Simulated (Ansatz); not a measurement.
# Mg2Si, pressure series

Take Mg2Si (space group Fm-3m, No. 225; a = 6.364 Å) as the base.

Cell and atoms are relaxed at each pressure.

The values are results of PBE (Ansatz, a quantum-chemistry and plane-wave program, PAW, no SOC), earlier PAW set, not measurements.

### Question
Only one of these keeps a band gap. Which?
A) pressure 7 GPa
B) pressure 100 GPa
C) pressure 30 GPa

### Answer
A, pressure 7 GPa. Computed: pressure 7 GPa: 0.08 eV; pressure 30 GPa: zero; pressure 100 GPa: zero

The mesh was chosen for an insulator and is coarse for the gapless case. Load acts through the strain it causes; cell and atoms are relaxed under it. Whether these cells are dynamically stable was not tested. No other phases were tried under pressure. All final runs are without spin polarisation. A zero or small gap of Mg2Si can be the functional's error rather than a property of the material.
